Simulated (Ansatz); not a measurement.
Consider TlPO4 (space group Cmcm, No. 63; a = 5.441 Å, b = 8.132 Å, c = 7.146 Å). Axes: x, y, z lie along a, b, c of the conventional cell.

Calculations: PBEsol in Ansatz (plane waves to 420 eV, PAW, no spin-orbit coupling).

Before the change:

```
Quantity                          Value
-----------------------------  --------
Volume per atom                13.18 Å³
Width of the top valence band   0.66 eV
```

Modification: tensile biaxial strain of 3.14 % in the plane normal to [001], as in epitaxy on a mismatched substrate; the out-of-plane cell vector and the atoms relax.

Q: What happens to the volume per atom?

A: The volume per atom rises by 0.48 Å³ (13.18 Å³ → 13.66 Å³).

Q: Predict the new width of the top valence band.

A: The width of the top valence band shrinks by 0.053 eV, from 0.66 eV to 0.60 eV.

Q: Predict the new in-plane stress.

A: The mean in-plane stress (compression positive) is -4.0 GPa.

Spin-orbit coupling, missing from the scalar runs, can matter with Tl. The levels and masses belong to the bands next to the band gap. Stability against distortions was not tested.

Ansatz is a quantum-chemistry and plane-wave program.
